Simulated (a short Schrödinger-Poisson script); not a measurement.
MOS inversion layer, SiO2 on p-type Si(100)

Structure: MOS inversion layer, SiO2 on p-type Si(100), at 400 K.

| layer | material | thickness (nm) | Na (cm⁻³) |
|---|---|---|---|
| 1 | SiO2 | 3.2 | - |
| 2 | Si | 300 | 2.1e18 |

Constants are typed, rounded textbook-type inputs, not results; the design itself was drawn at random and stands for no fabricated device. SiO2: permittivity 3.9, conduction-band edge (eV) 3.15, gap (eV) 9, electron mass (mₑ) 0.5. Si: permittivity 11.7, conduction-band edge (eV) 0, gap (eV) 1.124, Nv at 300 K (cm⁻³) 3.1e19.

Channel valleys (confinement mass, in-plane density-of-states mass, number): Δ2 0.916, 0.19, 2; Δ4 0.19, 0.417, 4. At the gate the conduction-band edge of layer 1 lies 3.17 eV − eVg above the Fermi level of the channel; the field vanishes at the back. Gaps are held at their typed values at every temperature. Mesh 0.03 nm at interfaces.

From a short Schrödinger-Poisson script (our own, NumPy): 1D Poisson equation in equilibrium, electrons quantum, Hartree (BenDaniel-Duke, 12 states a valley, the channel's in-plane mass for all, wave functions free to enter the dielectric), parabolic valleys, classical holes, full ionisation, no traps, pinning or gate leakage.

```tsv
Vg (V)	electrons (cm⁻²)	C (μF/cm²)	Δ2 E0 (meV)	Δ2 E1 (meV)	Δ4 E0 (meV)	Δ4 E1 (meV)
0.15	1.05e6	0.372	554.5	638.7	615.9	749.8
0.3	1.47e7	0.351	461.6	551.7	526.7	671.2
0.45	2.28e8	0.334	365.5	461.0	434.0	588.2
0.6	3.81e9	0.327	267.2	367.5	338.6	501.7
0.75	5.82e10	0.411	172.0	276.9	246.2	417.1
0.9	3.88e11	0.674	105.2	214.1	181.9	358.5
1.05	1.02e12	0.818	70.3	182.7	149.3	329.6
1.2	1.77e12	0.878	49.2	165.0	130.4	313.6
1.35	2.58e12	0.909	34.2	153.2	117.4	303.1
1.5	3.43e12	0.927	22.4	144.5	107.6	295.6
1.65	4.29e12	0.940	12.6	137.8	99.7	289.8
1.8	5.16e12	0.949	4.2	132.3	93.1	285.2
1.95	6.05e12	0.957	-3.4	127.6	87.4	281.3
2.1	6.94e12	0.962	-10.2	123.6	82.3	278.1
2.25	7.84e12	0.967	-16.5	120.2	77.7	275.4
2.4	8.75e12	0.971	-22.4	117.1	73.5	272.9
2.55	9.65e12	0.975	-27.9	114.3	69.6	270.8
2.7	1.06e13	0.978	-33.1	111.9	66.0	268.9
2.85	1.15e13	0.980	-38.1	109.6	62.6	267.2
3	1.24e13	0.983	-42.9	107.5	59.4	-
```

Gate voltages with under 1e6 electrons/cm² are left out.

Subbands count from the Fermi level; a dash marks a level above the dielectric's band edge.
